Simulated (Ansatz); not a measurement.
Worked example: self-consistent single point of CdHOF (P1, 8 atoms in the cell) in Ansatz (an electronic-structure program).

Computed with PBEsol, default PAW files made with PBE (plane waves; Ansatz).

```xyz
8
Lattice="3.5520 0.0000 0.0000 0.0000 4.8689 0.0000 -0.0082 0.0000 5.6561" Properties=species:S:1:pos:R:3 pbc="T T T"
Cd     2.6500     3.6737     4.1980
Cd     0.8938     1.2393     1.5081
H      2.6607     3.3312     1.5407
H      0.8831     0.8967     4.1154
O      0.8764     0.1049     3.5050
O      2.6674     2.5394     2.1511
F      0.8767     2.3359     5.0577
F      2.6672     4.7703     0.5984
```

Reference input (self-consistent single point, DFT, PBEsol, plane waves, default PAW files made with PBE): basis.ecutwfc = 420 eV; kpoints.mp_grid.grid = 7 5 5; hamiltonian.xc = pbesol; hamiltonian.pseudopotentials = {kind: paw} (the program's default PAW files); scf.occupations.method = fixed. This run's input differs from it in these lines:

Ansatz 0.2 input:
```diff
@@ -18,3 +18,3 @@
 kpoints:
-  mp_grid: { grid: [7, 5, 5] }
+  mp_grid: { grid: [5, 4, 3], shift: [0.5, 0.5, 0.5] }
 hamiltonian:
```

Output, abridged:

```
SCF iter   1: F=—  HF=-19123.429090 eV  |F-HF|=—  |Δ(HF+E_count)|=         —  Δρ=1.40e-2  dr2=1.32e-1  ethr=1.77e-3  ⟨swp⟩=4.6  Hψ=3923  notcnv=0  defer=180
all-band conjugate gradients solve this SCF's bands
preconditioner: auto → Resta (q_TF=auto, 2.568 Å⁻¹)
SCF iter   2: F=—  HF=-19123.393332 eV  |F-HF|=—  |Δ(HF+E_count)|=   3.58e-2  Δρ=2.93e-3  dr2=3.87e-3  ethr=1.94e-4  ⟨swp⟩=2.0  Hψ=2340  notcnv=0  defer=180
   [... lines left out ...]
SCF iter   5: F=—  HF=-19123.392773 eV  |F-HF|=—  |Δ(HF+E_count)|=   2.31e-5  Δρ=1.44e-4  dr2=2.23e-5  ethr=4.44e-7  ⟨swp⟩=2.1  Hψ=1851  notcnv=0  defer=109
SCF iter   6: F=—  HF=-19123.392763 eV  |F-HF|=—  |Δ(HF+E_count)|=   9.58e-6  Δρ=6.06e-5  dr2=3.54e-6  ethr=3.27e-8  ⟨swp⟩=3.0  Hψ=2098  notcnv=0  defer=106
SCF iter   7: F=—  HF=-19123.392768 eV  |F-HF|=—  |Δ(HF+E_count)|=   4.54e-6  Δρ=1.17e-5  dr2=1.41e-7  ethr=5.21e-9  ⟨swp⟩=2.0  Hψ=1874  notcnv=0  defer=106
SCF iter   8: F=-19123.392768 eV  HF=-19123.392768 eV  |F-HF|=1.09e-8  |Δ(HF+E_count)|=   2.49e-7  Δρ=6.00e-6  dr2=2.70e-8  ethr=1.47e-10  ⟨swp⟩=10.5  Hψ=5875  notcnv=0
SCF 1 converged in 8 iterations: F = -19123.392768 eV  dr2 = 2.70e-8
Free energy (F): -19123.392768 eV
Internal energy: -19123.392768 eV  (E = F + TS)
E sigma→0 (E₀):  -19123.392768 eV
Fermi energy:    5.036851 eV
--- Forces (eV/Å), atoms counted from 1 ---
  atom   1  Cd     0.01759826     0.09369047    -0.46095552
  atom   2  Cd    -0.01708331     0.13324146     0.24386804
  atom   3  H      0.02130357    -0.16255714     0.16922916
  atom   4  H     -0.02143979    -0.16026216    -0.12561844
  atom   5  O      0.02088293    -0.07252909     0.14423178
  atom   6  O     -0.02105008    -0.01501862    -0.02793044
  atom   7  F      0.00733822     0.08221728     0.00109523
  atom   8  F     -0.00754889     0.10120414     0.05606417
--- Stress (GPa, compression-positive) ---
       -6.390256       0.004245       0.018277
        0.004245      -5.493768      -0.050868
        0.018277      -0.050869      -5.855916
  P = ⅓ Tr σ = -5.9133 GPa (-59.133 kbar)
  The stress holds the Pulay correction. Without it, at fixed plane waves, as pw.x and ABINIT print it: P = -6.5366 GPa
```

The run converged in 8 iterations. Against the reference run the free energy hardly moves (within 1 meV/atom), the pressure hardly changes (-5.92 to -5.91 GPa), the largest force stays at 0.471 eV/Å and the gap on the mesh goes from 1.644 to 2.651 eV.

The starting cell comes from a database of computed structures (which also holds hypothetical and non-ambient phases and stackings), without a prior relaxation at this level. Its lattice was rescaled by up to half a per cent. One atom was moved a little off its site on purpose. Ansatz's pressure includes its estimate of the finite-basis (Pulay) stress. Without the estimate this run gives -6.54 GPa. Another mesh or the band path of this cell gives a smaller gap, so this value is not converged in the mesh.
